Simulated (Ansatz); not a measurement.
The reference is an 8-atom supercell of SiC in the wurtzite structure (space group P6_3mc, No. 186; a = 3.076 Å, c = 5.048 Å) at its relaxed geometry.

Computed with plane-wave PAW DFT at the PBEsol level (Ansatz, a program for electronic structure, 420 eV), no spin-orbit coupling.

For the base:

| Quantity | Result |
|---|---|
| Pressure | 0.0 GPa |
| Mean distance from the defect site to its nearest host atoms | 189 pm |

Now apply this change: one Si atom is replaced by C, atoms relaxed at fixed cell, starting from a slightly rattled geometry.

Question: How does this affect the pressure, largest displacement of a host atom from its site in the perfect cell and mean distance from the defect site to its nearest host atoms?

Answer: The pressure goes from zero to -23.2 GPa; the largest displacement of a host atom from its site in the perfect cell amounts to 0.26 Å; the mean distance from the defect site to its nearest host atoms drops by 18.3 pm to 170 pm.

Other magnetic orders, which the real material may have, were not ruled out. In so small a cell the defect repeats every few ångströms: this is an ordered compound, not a dilute defect. Starting moments died away, wholly or in part, for C on a Si site (antisite); another magnetic solution may exist. The defect cell is spin-polarised and ends with 0.0 μB.
